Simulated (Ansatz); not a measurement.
Structures of equal composition on the (0001) surface of 4H silicon carbide (Si plane on top): (√3x√3)R30° Ge adatom at H3; (√3x√3)R30° Ge adatom at T4. The slabs share one bottom face, and each structure is named by its start. These are constructed structures in small cells; real faces may alloy, dewet or reconstruct in larger ones, and not all known structures of the face are among them. Slabs of about 10 Å with all that they carry, Fermi-Dirac smearing of 0.025 eV. Bottom of the slabs: H caps. Relaxed from the named starts with such symmetry as they have, on meshes of like density; energies extrapolated to zero smearing; no spin-orbit coupling, no U. Spin-polarised runs, if any, are marked in brackets, and their order is one that fits the cell; the others ran without spin. Where a second, spin-polarised start was run, the lower counts.

Host crystal: 4H silicon carbide, with a band gap (PBE, scalar-relativistic without spin-orbit coupling).

The numbers are results of PBE (plane waves to 420 eV, PAW; Ansatz, a quantum-chemistry and plane-wave program), not measurements.

### Question
Rank these by energy per 1x1 cell (lowest first), as PBE gives it.

### Answer
(√3x√3)R30° Ge adatom at T4 (0.000 eV [spin, 1.0 μB a cell], a narrow gap of 0.17 eV by band count), (√3x√3)R30° Ge adatom at H3 (0.144 eV [spin, 1.0 μB a cell], gap 0.30 eV on the mesh)
